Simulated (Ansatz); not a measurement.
### Question
Name crystals whose mean free path at 300 K lies between 7.5 and 11.8 nm and whose resistivity at 300 K lies between 11.3 and 17.7 μΩ·cm, by PBEsol, DFPT electron-phonon coupling, linearised Boltzmann equation (Ansatz, a quantum-chemistry and plane-wave program).

### Answer
Many crystals can fit; among those computed here:
- AuSn (P6_3/mmc): 10.4 nm, 11.4 μΩ·cm
- Mo3Si (Pm-3n): 7.6 nm, 13.7 μΩ·cm
- PtGa2 (Fm-3m): 7.7 nm, 11.4 μΩ·cm
- Cu₂As (P4/nmm): 8.1 nm, 13.4 μΩ·cm
- IrSn$_{2}$ (Fm-3m): 8.1 nm, 16.3 μΩ·cm

Metals; harmonic phonons alone scatter; means over directions. The mean free path is weighted by the current that each state carries. Halving the electron mesh moves these values by up to 9 %; q meshes are mostly untested. Some of the runs warned that the eigensolver left states short of its tolerance. Spin-orbit coupling is left out.

Formula and space group known from diffraction (Crystallography Open Database), not checked to be the room-temperature form: AuSn (P6_3/mmc), Cu2As (P4/nmm), IrSn2 (Fm-3m), Mo3Si (Pm-3n), PtGa2 (Fm-3m). The missing spin-orbit coupling matters most for AuSn (P6_3/mmc), IrSn2 (Fm-3m), PtGa2 (Fm-3m).
